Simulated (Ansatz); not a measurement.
Ansatz (a program for electronic structure) run on Cd5Au3 (I4/mcm, 16 atoms in the cell): self-consistent single point.

Method: r2SCAN, default PAW files made with PBE (plane waves; Ansatz).

```
Cd5Au3
1.0
   -5.40423     5.40423     2.69607
    5.40423    -5.40423     2.69607
    5.40423     5.40423    -2.69607
Au Cd
6 10
Direct
  0.66700   0.16700   0.83400
  0.16700   0.33300   0.50000
  0.33300   0.83300   0.16600
  0.83300   0.66700   0.50000
  0.25000   0.25000   0.00000
  0.75000   0.75000   0.00000
  0.22490   0.07830   0.30320
  0.07830   0.77510   0.85340
  0.77510   0.92170   0.69680
  0.92170   0.22490   0.14660
  0.27510   0.57830   0.85340
  0.42170   0.27510   0.69680
  0.72490   0.42170   0.14660
  0.57830   0.72490   0.30320
  0.75000   0.25000   0.50000
  0.25000   0.75000   0.50000
```

Reference input (self-consistent single point, DFT, r2SCAN, plane waves, default PAW files made with PBE): basis.ecutwfc = 500 eV; kpoints.mp_grid.grid = 4 4 4; hamiltonian.xc = r2scan; hamiltonian.pseudopotentials = {kind: paw} (the program's default PAW files); scf.occupations.method = cold; scf.occupations.width = 0.1 eV. This run's input differs from it in these lines:

Ansatz 0.2 input:
```diff
@@ -24,3 +24,3 @@
 basis:
-  ecutwfc: 500.0
+  ecutwfc: 750.0
 kpoints:
```

Output (repeated stretches shortened):

```
SCF iter   1: F=—  HF=-161666.207707 eV  |F-HF|=—  |Δ(HF+E_count)|=         —  Δρ=9.89e-3  dr2=3.42e-1  dr2_τ=1.30e-1  ethr=1.77e-3  ⟨swp⟩=5.0  Hψ=7767  notcnv=0  defer=161
all-band conjugate gradients solve this SCF's bands
preconditioner: auto → Kerker (q_TF=auto, 2.727 Å⁻¹)
SCF iter   2: F=—  HF=-161666.202206 eV  |F-HF|=—  |Δ(HF+E_count)|=   5.50e-3  S|Δr|=    0.00e0  Δρ=4.63e-3  dr2=6.62e-2  dr2_τ=9.13e-3  ethr=1.09e-4  ⟨swp⟩=2.0  Hψ=3259  notcnv=0  defer=218
   [... lines left out ...]
SCF iter   7: F=—  HF=-161666.206222 eV  |F-HF|=—  |Δ(HF+E_count)|=   2.59e-4  S|Δr|=    0.00e0  Δρ=2.03e-5  dr2=1.86e-6  dr2_τ=8.54e-8  ethr=2.42e-9  ⟨swp⟩=2.0  Hψ=3970  notcnv=0  defer=218
SCF iter   8: F=—  HF=-161666.206223 eV  |F-HF|=—  |Δ(HF+E_count)|=   3.88e-7  S|Δr|=    0.00e0  Δρ=5.27e-6  dr2=1.64e-7  dr2_τ=4.79e-9  ethr=5.92e-10  ⟨swp⟩=2.0  Hψ=3325  notcnv=0  defer=218
SCF iter   9: F=-161666.206223 eV  HF=-161666.206223 eV  |F-HF|=1.04e-8  |Δ(HF+E_count)|=   1.05e-7  S|Δr|=    0.00e0  Δρ=2.27e-6  dr2=2.94e-8  dr2_τ=1.08e-9  ethr=3.18e-11  ⟨swp⟩=10.8  Hψ=12027  notcnv=0
SCF 1 converged in 9 iterations: F = -161666.206223 eV  dr2 = 2.94e-8
Stability not checked (fill_not_monotonic)
Free energy (F): -161666.206223 eV
Internal energy: -161666.213349 eV  (E = F + TS)
E sigma→0 (E₀):  -161666.208598 eV
Entropy (-TS):   0.007127 eV (0.445 meV/atom)
Fermi energy:    16.801598 eV
--- Forces (eV/Å), atoms counted from 1 ---
  atom   1  Au    -0.10089320    -0.10089320    -0.00000000
  atom   2  Au     0.10089320    -0.10089320     0.00000000
  atom   3  Au     0.10089320     0.10089320     0.00000000
  atom   4  Au    -0.10089320     0.10089320    -0.00000000
   [... lines left out ...]
  atom  16  Cd    -0.00000000     0.00000000    -0.00000000
--- Stress (GPa, compression-positive) ---
       -0.426930      -0.000000      -0.000000
       -0.000000      -0.426930       0.000000
       -0.000000       0.000000       1.737825
  P = ⅓ Tr σ = 0.2947 GPa (2.947 kbar)
  The stress holds the Pulay correction. Without it, at fixed plane waves, as pw.x and ABINIT print it: P = 0.2756 GPa
```

The run converged in 9 iterations. Against the reference run the free energy falls by 2.7 meV/atom, the pressure hardly changes (0.31 to 0.29 GPa) and the largest force stays at 0.143 eV/Å.

The starting cell comes from a database of published, mostly measured structures (it also holds non-ambient and calculated ones), without a prior relaxation at this level. Its lattice was rescaled by a random factor within 2.5 % of one. Ansatz's pressure includes its estimate of the finite-basis (Pulay) stress.

Cost on one core of a shared machine: roughly 90 s.
